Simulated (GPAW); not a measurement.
Band structure of KI (Fm-3m, 2 atoms in the cell).

```yaml
crystal:
  lattice:
    - [0.00000, 3.55660, 3.55660]
    - [3.55660, 0.00000, 3.55660]
    - [3.55660, 3.55660, 0.00000]
  atoms:
    - { symbol: K, position: [0.00000, 0.00000, 0.00000] }
    - { symbol: I, position: [0.50000, 0.50000, 0.50000] }
```

Method: PBE, GPAW PAW datasets PBE (gpaw-data 1.0.1) (plane waves; GPAW).

Settings: mode = pw; ecut = 550 eV; xc = PBE; kpts = 7 7 7; mesh shift (steps) = 0 0 0; occupations.name = fermi-dirac; occupations.width = 0.05 eV; nbands = -8; convergence.forces = 0.001 eV/Å; convergence.bands = -6; symmetry.symmorphic = false; symmetry.tolerance = 0.0005; maxiter = 100; bandpath_npoints = 40.

The starting cell comes from a database of computed structures (which also holds hypothetical and non-ambient phases and stackings), without a prior relaxation at this level. Its lattice was rescaled by a random factor within 2.5 % of one. Spin-orbit coupling is off.

Question: Predict the gap along the standard path and the places of the band edges.

Answer: The gap along the path is 3.93 eV, direct at Γ to within 0.01 eV.

Levels in eV from the top of the valence band on the SCF mesh, bands 5 to 12:
```
point       5      6      7      8     9    10    11    12
-----  ------  -----  -----  -----  ----  ----  ----  ----
Γ      -10.45   0.00   0.00   0.00  3.93  6.51  6.51  6.51
X      -10.31  -0.97  -0.36  -0.36  4.98  5.73  8.07  8.62
W      -10.26  -0.70  -0.70  -0.57  6.47  6.47  6.60  8.11
K      -10.26  -0.83  -0.73  -0.37  5.63  6.59  7.58  8.21
L      -10.20  -1.27  -0.32  -0.32  5.51  7.65  8.12  8.12
U      -10.26  -0.83  -0.73  -0.37  5.63  6.59  7.58  8.21
```
